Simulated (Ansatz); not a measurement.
The starting structures come from a database of crystals and need not be the phases stable at ambient conditions.

Data:

```xyz
4
Lattice="3.7879 0.0000 0.0000 0.0000 6.1699 0.0000 0.0000 0.0000 3.7879" Properties=species:S:1:pos:R:3 pbc="T T T"
Tl     1.8939     1.5658     0.0000
Tl     0.0000     4.6041     1.8939
F      0.0000     0.9135     1.8939
F      1.8939     5.2564     0.0000
```

Space group of this cell: P4/nmm. The cell was relaxed by PBE-D3(BJ); by r2SCAN its mean pressure is -1.3 GPa.

Transport runs along the normal of the first two printed cell vectors, the (100) plane of the conventional cell.

No gap correction and no spin-orbit coupling; mid-gap values are interpolated between computed energies.

Q: Estimate the band gap and the smallest decay constant κ at mid-gap that Ansatz (an electronic-structure program) with r2SCAN returns for this system.

A: Gap 3.49 eV on a 8×6×8 mesh; κ = 0.238 1/Å, at (0.000, 0.500) of the in-plane reciprocal vectors. At the zone centre, at the nearest computed energy, the slowest state has κ = 0.34 1/Å.
